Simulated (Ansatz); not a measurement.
A working Ansatz (an electronic-structure program) input for Y (Fm-3m, 1 atom in the cell) (DFT, r2SCAN, plane waves, default PAW files made with PBE):

Ansatz 0.2 input:
```yaml
crystal:
  lattice:
    - [0.000000, 2.547858, 2.547858]
    - [2.547858, 0.000000, 2.547858]
    - [2.547858, 2.547858, 0.000000]
  atoms:
    - { symbol: Y, position_ang: [0.000000, 0.000000, 0.000000] }
kpoints:
  mp_grid: { grid: [8, 8, 8] }
hamiltonian:
  xc: r2scan
  pseudopotentials: { kind: paw }
scf:
  occupations: { method: cold, width: 0.05 eV }
output:
  forces: true
  eigenvalues: true
  stress: true
```

The run converged in 5 iterations: free energy E − TS (on the zero of these files) -3859.6614 eV; Fermi level (on the code's own zero) 9.37 eV; pressure -0.29 GPa. Each of these slips is then made, one at a time:

(1)
```diff
-  occupations: { method: cold, width: 0.05 eV }
+  occupations: { method: fixed }
```

(2)
```diff
+  convergence: { dr2_threshold: 1.0e+00 eV }
```

Problem. How does each altered input end?

Solution. 
(1) An odd electron count with paired, fixed occupations. The program stopped before any SCF iteration.
```
Error: inconsistent input (scf.occupations.method, magnetization): a σ = 0 step fill (method: fixed, or a smearing width below the step floor) cannot realise an odd electron count (11) without a locked total moment — the per-k integer fill puts the same N_el/2 bands in each spin channel; set magnetization.spin_polarized: true with magnetization.spi [...]
```

(2) A convergence threshold that is too loose. The run converged in 2 iterations, and against the sound input the free energy hardly moves (within 1 meV/atom) and the pressure moves little (-0.29 to -0.27 GPa).

The starting cell was generated: these elements placed on a structure prototype, without a prior relaxation; it need not be a known phase or ordering of this composition. Ansatz's pressure includes its estimate of the finite-basis (Pulay) stress.

Left out of this page: 4 runs of the series outside the window shown, repeating another row's setting, or not comparable.
